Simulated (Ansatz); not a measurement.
Subject: the energy change on adding 2 O to slab B from O2 (gas). Reaction: cell B + O2 (gas) → cell A. The sign is products less reactants.

Cell A: a layer of MoS2 (R3m), 49 atoms, hexagonal cell of 12.61 Å (137.8 Å²), symmetry P1 within 0.02 Å, 4.7 Å thick under 16 Å of vacuum, in-plane vectors held at the crystal's; planes from bottom to top: S16 | Mo16 | S15O | O, its two faces unlike (dipole correction applied); added, foreign or displaced atoms, above the top plane and within the planes: O bound to 3 Mo at 2.06–2.07 Å; O bound to 1 S at 1.49 Å; the host is a cell from a database of computed structures that this text hasn't matched to a measured one; against B it holds 2 O more, on a cell with 16 atoms a plane; spin state with PBE: run without spin, k-point mesh 2×2×1.
```yaml
crystal:
  lattice:
    - [12.61251, 0.00000, 0.00000]
    - [6.30625, 10.92275, 0.00000]
    - [0.00000, 0.00000, 20.29801]
  atoms:
    - { symbol: Mo, position: [0.00034, 0.00010, 0.46693] }
    - { symbol: S, position: [0.08378, 0.08319, 0.54430] }
    - { symbol: S, position: [0.08363, 0.08374, 0.39011] }
    - { symbol: Mo, position: [0.99943, 0.25091, 0.46718] }
    - { symbol: S, position: [0.08245, 0.33396, 0.54464] }
    - { symbol: S, position: [0.08338, 0.33333, 0.39010] }
    - { symbol: Mo, position: [0.99883, 0.49987, 0.46698] }
    - { symbol: S, position: [0.08319, 0.58347, 0.54405] }
    - { symbol: S, position: [0.08334, 0.58286, 0.38992] }
    - { symbol: Mo, position: [0.00006, 0.75017, 0.46665] }
    - { symbol: S, position: [0.08489, 0.83256, 0.54366] }
    - { symbol: S, position: [0.08330, 0.83364, 0.38939] }
    - { symbol: Mo, position: [0.25119, 0.99917, 0.46696] }
    - { symbol: S, position: [0.33405, 0.08258, 0.54436] }
    - { symbol: S, position: [0.33129, 0.08486, 0.38931] }
    - { symbol: Mo, position: [0.24967, 0.25007, 0.46734] }
    - { symbol: S, position: [0.33382, 0.33380, 0.54428] }
    - { symbol: S, position: [0.33293, 0.33332, 0.38990] }
    - { symbol: Mo, position: [0.25069, 0.49990, 0.46686] }
    - { symbol: S, position: [0.33847, 0.58277, 0.54267] }
    - { symbol: S, position: [0.33370, 0.58228, 0.38860] }
    - { symbol: Mo, position: [0.25129, 0.74966, 0.46578] }
    - { symbol: S, position: [0.33930, 0.82808, 0.54293] }
    - { symbol: S, position: [0.33257, 0.83460, 0.38813] }
    - { symbol: Mo, position: [0.49832, 0.00276, 0.46579] }
    - { symbol: S, position: [0.58319, 0.08380, 0.54377] }
    - { symbol: S, position: [0.58366, 0.08487, 0.38898] }
    - { symbol: Mo, position: [0.50010, 0.25101, 0.46665] }
    - { symbol: S, position: [0.58283, 0.33847, 0.54275] }
    - { symbol: S, position: [0.58258, 0.33377, 0.38846] }
    - { symbol: Mo, position: [0.50332, 0.50274, 0.46340] }
    - { symbol: O, position: [0.58269, 0.58311, 0.51698] }
    - { symbol: S, position: [0.58419, 0.58151, 0.38117] }
    - { symbol: Mo, position: [0.50186, 0.74245, 0.46269] }
    - { symbol: S, position: [0.58240, 0.83004, 0.53770] }
    - { symbol: S, position: [0.58226, 0.83412, 0.38897] }
    - { symbol: Mo, position: [0.74985, 0.00028, 0.46646] }
    - { symbol: S, position: [0.83260, 0.08463, 0.54358] }
    - { symbol: S, position: [0.83390, 0.08331, 0.38937] }
    - { symbol: Mo, position: [0.74945, 0.25127, 0.46586] }
    - { symbol: S, position: [0.82858, 0.33865, 0.54290] }
    - { symbol: S, position: [0.83425, 0.33356, 0.38879] }
    - { symbol: Mo, position: [0.74373, 0.50303, 0.46350] }
    - { symbol: S, position: [0.82798, 0.58340, 0.54283] }
    - { symbol: S, position: [0.83468, 0.58053, 0.38806] }
    - { symbol: Mo, position: [0.75211, 0.74818, 0.46478] }
    - { symbol: S, position: [0.83254, 0.83271, 0.54334] }
    - { symbol: S, position: [0.83449, 0.83421, 0.38858] }
    - { symbol: O, position: [0.58288, 0.82869, 0.61090] }
```

Cell B: a layer of MoS2 (R3m), 47 atoms, hexagonal cell of 12.61 Å (137.8 Å²), symmetry P3m1 within 0.02 Å, 3.2 Å thick under 16 Å of vacuum, in-plane vectors held at the crystal's; planes from bottom to top: S16 | Mo16 | S15; S missing from the crystal's sites; the host is a cell from a database of computed structures that this text hasn't matched to a measured one; spin state with PBE: run without spin, k-point mesh 2×2×1.
```yaml
crystal:
  lattice:
    - [12.61251, 0.00000, 0.00000]
    - [6.30625, 10.92275, 0.00000]
    - [0.00000, 0.00000, 18.90885]
  atoms:
    - { symbol: Mo, position: [0.00024, 0.00024, 0.50060] }
    - { symbol: S, position: [0.08311, 0.08311, 0.58405] }
    - { symbol: S, position: [0.08390, 0.08390, 0.41840] }
    - { symbol: Mo, position: [0.99908, 0.25090, 0.50128] }
    - { symbol: S, position: [0.08211, 0.33394, 0.58470] }
    - { symbol: S, position: [0.08380, 0.33310, 0.41905] }
    - { symbol: Mo, position: [0.99908, 0.50002, 0.50128] }
    - { symbol: S, position: [0.08311, 0.58378, 0.58405] }
    - { symbol: S, position: [0.08390, 0.58221, 0.41840] }
    - { symbol: Mo, position: [0.00024, 0.74951, 0.50060] }
    - { symbol: S, position: [0.08551, 0.83225, 0.58262] }
    - { symbol: S, position: [0.08346, 0.83327, 0.41758] }
    - { symbol: Mo, position: [0.25090, 0.99908, 0.50128] }
    - { symbol: S, position: [0.33394, 0.08211, 0.58470] }
    - { symbol: S, position: [0.33310, 0.08380, 0.41905] }
    - { symbol: Mo, position: [0.25000, 0.25000, 0.50223] }
    - { symbol: S, position: [0.33394, 0.33394, 0.58470] }
    - { symbol: S, position: [0.33310, 0.33310, 0.41905] }
    - { symbol: Mo, position: [0.25090, 0.50002, 0.50128] }
    - { symbol: S, position: [0.34000, 0.58373, 0.58209] }
    - { symbol: S, position: [0.33481, 0.58115, 0.41630] }
    - { symbol: Mo, position: [0.25285, 0.74858, 0.49911] }
    - { symbol: S, position: [0.34000, 0.82627, 0.58209] }
    - { symbol: S, position: [0.33481, 0.83405, 0.41630] }
    - { symbol: Mo, position: [0.50002, 0.99908, 0.50128] }
    - { symbol: S, position: [0.58378, 0.08311, 0.58405] }
    - { symbol: S, position: [0.58221, 0.08390, 0.41840] }
    - { symbol: Mo, position: [0.50002, 0.25090, 0.50128] }
    - { symbol: S, position: [0.58373, 0.34000, 0.58209] }
    - { symbol: S, position: [0.58115, 0.33481, 0.41630] }
    - { symbol: Mo, position: [0.50252, 0.50252, 0.49708] }
    - { symbol: S, position: [0.58333, 0.58333, 0.41331] }
    - { symbol: Mo, position: [0.50252, 0.74496, 0.49708] }
    - { symbol: S, position: [0.58373, 0.82627, 0.58209] }
    - { symbol: S, position: [0.58115, 0.83405, 0.41630] }
    - { symbol: Mo, position: [0.74951, 0.00024, 0.50060] }
    - { symbol: S, position: [0.83225, 0.08551, 0.58262] }
    - { symbol: S, position: [0.83327, 0.08346, 0.41758] }
    - { symbol: Mo, position: [0.74858, 0.25285, 0.49911] }
    - { symbol: S, position: [0.82627, 0.34000, 0.58209] }
    - { symbol: S, position: [0.83405, 0.33481, 0.41630] }
    - { symbol: Mo, position: [0.74496, 0.50252, 0.49708] }
    - { symbol: S, position: [0.82627, 0.58373, 0.58209] }
    - { symbol: S, position: [0.83405, 0.58115, 0.41630] }
    - { symbol: Mo, position: [0.74858, 0.74858, 0.49911] }
    - { symbol: S, position: [0.83225, 0.83225, 0.58262] }
    - { symbol: S, position: [0.83327, 0.83327, 0.41758] }
```

Reference: an isolated O2 molecule (triplet) in a box of 11 × 11 × 13 Å.

All numbers come from Ansatz (an electronic-structure program), plane waves with PAW, its default PAW set, cutoff 420 eV, 500 eV for r2SCAN. The structures are at rest with PBE+D3(BJ), within the held lattices; other levels are single points on them. Neutral cells; Fermi-Dirac smearing of at most 0.05 eV in the solids, energies taken to zero width. The lattices are those relaxed with PBE+D3(BJ), so at other levels the solids can be strained, which adds to the spread. Larger cells are relaxed from a start prepared with the learned potential CHGNet till forces fall under 0.03 eV/Å, which some starts already meet. A dispersion term (D3(BJ), or D4 for r2SCAN) was computed beside these levels and is taken off wherever the name lacks it. Static lattices, no vibrational contributions. Cells are local rest points, mostly with their start's symmetry. No Hubbard U is applied. Values are for these cell sizes. Cell B has symmetry P3m1 within 0.02 Å and got no random move, so less symmetric positions, which may lie lower, weren't tried.

Question: What value does r2SCAN+D4 give?

Answer: -4.79 eV, for cell B + O2 (gas) → cell A.

Question: How does the value move with the functional?

Answer: 
| Level | value (eV) | less r2SCAN+D4 |
|---|---|---|
| PBE | -4.32 | 0.47 |
| PBE+D3(BJ) | -4.66 | 0.13 |
| r2SCAN | -4.64 | 0.15 |
| HSE06 | -4.27 | 0.52 |

The levels shown span 0.52 eV, from r2SCAN+D4 (-4.79) to HSE06 (-4.27).
